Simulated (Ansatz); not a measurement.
The reference is InP in the wurtzite structure (space group P6_3mc, No. 186; a = 4.169 Å, c = 6.846 Å; a model cell, its experimental status unchecked).

All numbers come from Ansatz (a first-principles code) r2SCAN, no SOC.

Its conduction minimum is a single valley at Γ with mass 0.080 mₑ.

It is then changed as follows: 0.103 electrons added to each cell, a density of 1.0×10^21 cm⁻³, with a uniform compensating background at fixed cell and a 300 K Fermi–Dirac width.

Task: Where would a parabolic band put the Fermi level, and where does the calculation put it?

Result: k_F = (3π²n)^(1/3) = 0.309 Å⁻¹, so ħ²k_F²/2m = 4.6 eV above the band edge at zero temperature. The calculation gives 0.90 eV (to 0.05 eV): the band is strongly non-parabolic or higher valleys fill at this density.

Charged cell with a jellium background: band edges are those of the host's band count, energies are not comparable with the neutral cell, and many-body gap narrowing is missing. The levels and masses belong to the bands next to the band gap. Effective masses come from finite differences of ±0.01 Å⁻¹. No phonon test of stability was made. This is not the structure that InP has at room temperature and ambient pressure.
